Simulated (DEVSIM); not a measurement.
Structure: GaP n-i-p diode, at 400 K.

Layer 1 from the left is GaP, thickness (μm) 0.750, Nd (cm⁻³) 4e18, τn (s) 2e-6, τp (s) 2e-6. Layer 2 from the left is GaP, thickness (μm) 0.250, Na (cm⁻³) 1.8e11, τn (s) 2e-6, τp (s) 2e-6. Layer 3 from the left is GaP, thickness (μm) 0.0880, Na (cm⁻³) 7.2e18, τn (s) 2e-6, τp (s) 2e-6.

Left contact: ohmic. Right contact: ohmic. Voltage is applied to the left contact. Recombination: SRH at mid-gap, Auger. Mobility is constant in doping.

Constants are typed, rounded textbook-type inputs, not results; the design itself was drawn at random and stands for no fabricated device. Values at 300 K; Nc and Nv go as T^1.5, mobilities as T to minus their exponent, the gap by Varshni's rule with the affinity fixed.

GaP: gap (eV) 2.26, affinity (eV) 3.8, permittivity 11.1, Nc (cm⁻³) 1.8e19, Nv (cm⁻³) 1.9e19, μn (cm²/Vs) 250, μp (cm²/Vs) 150, T exponent of μn 1.6, T exponent of μp 1.98, Cn (cm⁶/s) 1e-30, Cp (cm⁶/s) 1e-30, Varshni α (eV/K) 0.00058, Varshni β (K) 372.

Model (solved in DEVSIM): 1D drift-diffusion, Boltzmann statistics, complete ionisation; no tunnelling, impact ionisation, image-force lowering or self-heating.

Task: What does the simulation give for the dark forward voltage at 100 A/cm², the dark forward voltage at 1 A/cm², the potential step across the device at zero bias?

Result: dark forward voltage at 100 A/cm² 1.814 V; dark forward voltage at 1 A/cm² 1.654 V; potential step across the device at zero bias 2.102 V.
